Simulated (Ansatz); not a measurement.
Consider Ni in the fcc (Cu type) structure (space group Fm-3m, No. 225; ferromagnetic).

```yaml
crystal:
  lattice:
    - [0.00000, 1.75922, 1.75922]
    - [1.75922, 0.00000, 1.75922]
    - [1.75922, 1.75922, 0.00000]
  atoms:
    - { symbol: Ni, position: [0.00000, 0.00000, 0.00000] }
```

Computed with plane-wave PAW DFT at the PBE level (Ansatz, a program for electronic structure, 420 eV), scalar-relativistic without spin-orbit coupling.

Before the change:

Largest site moment: 0.67 μB
Volume per atom: 10.89 Å³

Modification: cell and atoms relaxed at a pressure of 30 GPa.

Estimate the effect on the largest site moment.

The largest site moment is nearly the same (0.67 μB against 0.64 μB).

What does the calculation give for the volume per atom after the change?

The volume per atom falls by 1.174 Å³ to 9.71 Å³.

Other magnetic orders, which the real material may have, were not ruled out. Load acts through the strain it causes; cell and atoms are relaxed under it. Stability against distortions was not tested. Competing high-pressure phases were not computed.
